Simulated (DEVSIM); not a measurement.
Structure: Ni/Si3N4/SiO2/p-Si capacitor, at 300 K.

```tsv
layer (left to right)	material	thickness (nm)	Na (cm⁻³)
1	Si3N4	4.40	-
2	SiO2	0.690	-
3	Si	1100	2.6e17
```

Metal gate on the left, work function 5.1 eV. Fixed charge at the semiconductor interface 0 cm⁻² (in units of +e); interface traps 1.2e11 cm⁻² eV⁻¹, uniform in energy, neutral level at 0.5 of the gap above the valence band.

Constants are typed, rounded textbook-type inputs, not results; the design itself was drawn at random and stands for no fabricated device. Values at 300 K.

```tsv
parameter	Si3N4	SiO2	Si
gap (eV)	5.1	9	1.124
affinity (eV)	2.1	0.9	4.05
permittivity	7.5	3.9	11.7
Nc (cm⁻³)	-	-	2.86e19
Nv (cm⁻³)	-	-	3.1e19
```

Model (solved in DEVSIM): 1D Poisson equation in equilibrium, Boltzmann statistics, complete ionisation; no quantum confinement or tunnelling. Metal contacts follow the ideal Schottky-Mott rule: no Fermi-level pinning, no interface dipoles.

Tabulate band edges, carrier densities and field at 0.7 V on the gate.

Energies count from the Fermi level of the right contact; mesh points crowd at the junctions.

```tsv
x (μm)	Ec (eV)	Ev (eV)	n (cm⁻³)	p (cm⁻³)	field (V/cm)
0.000	2.300	-2.800	< 1e2	< 1e2	300000
0.0009857	2.329	-2.771	< 1e2	< 1e2	300000
0.002273	2.368	-2.732	< 1e2	< 1e2	300000
0.003577	2.407	-2.693	< 1e2	< 1e2	300000
0.004677	3.648	-5.352	< 1e2	< 1e2	580000
0.005090	0.521	-0.603	5.0e10	2.3e9	290000
0.006293	0.544	-0.580	2.1e10	5.6e9	190000
0.01003	0.611	-0.513	1.6e9	7.3e10	170000
0.01593	0.704	-0.420	4.2e7	2.8e12	150000
0.02834	0.857	-0.268	120000	9.9e14	98000
0.05361	0.987	-0.137	760	1.5e17	16000
0.1278	1.000	-0.124	450	2.6e17	≈ 0
0.2559	1.000	-0.124	450	2.6e17	≈ 0
0.5167	1.000	-0.124	450	2.6e17	≈ 0
0.8615	1.000	-0.124	450	2.6e17	≈ 0
0.9860	1.000	-0.124	450	2.6e17	≈ 0
1.047	1.000	-0.124	450	2.6e17	≈ 0
1.076	1.000	-0.124	450	2.6e17	≈ 0
1.095	1.000	-0.124	450	2.6e17	≈ 0
1.101	1.000	-0.124	450	2.6e17	≈ 0
1.103	1.000	-0.124	450	2.6e17	≈ 0
1.105	1.000	-0.124	450	2.6e17	≈ 0
```
